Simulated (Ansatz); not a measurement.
**Effect of biaxial strain −0.83 %, plane normal [111], relaxed out of plane on Al**

Consider Al in the fcc (Cu type) structure (space group Fm-3m, No. 225; a = 3.984 Å; relaxed with 0.1 eV smearing). Axes: x, y, z lie along the cube axes.

It is then changed as follows: biaxial strain −0.83 %, plane normal [111], relaxed out of plane (Cartesian); in-plane vectors clamped, the third vector and the atoms free.

Computed with LDA (Ansatz, a quantum-chemistry and plane-wave program, PAW, without spin-orbit coupling). Settings: 28×28×28 k-points, 0.1 eV Fermi–Dirac smearing.

```json
[
 {"quantity": "volume per atom", "base": "15.81 Å³", "changed": "15.68 Å³", "shift": "-0.13 Å³"},
 {"quantity": "space group", "base": "Fm-3m (No. 225)", "changed": "R-3m (No. 166)", "shift": "–"},
 {"quantity": "shortest interatomic distance", "base": "2.817 Å", "changed": "2.794 Å", "shift": "-0.023 Å"},
 {"quantity": "energy relative to the base (free energy F)", "base": "0 meV/atom", "changed": "+0.9 meV/atom", "shift": "+0.9 meV/atom"},
 {"quantity": "pressure (mean of the normal stresses, compression positive)", "base": "0.0 GPa", "changed": "0.7 GPa", "shift": "+0.7 GPa"},
 {"quantity": "band gap", "base": "zero", "changed": "zero", "shift": "–"},
 {"quantity": "out-of-plane strain", "base": "–", "changed": "+0.86 %", "shift": "–"},
 {"quantity": "ratio −ε⊥/ε∥", "base": "–", "changed": "1.04", "shift": "–"},
 {"quantity": "mean in-plane stress (compression positive)", "base": "–", "changed": "+1.1 GPa", "shift": "–"}
]
```

Cost of the whole job for the changed cell (relaxation, final SCF and bands): very roughly 70 core-seconds.

Stability against distortions was not tested.
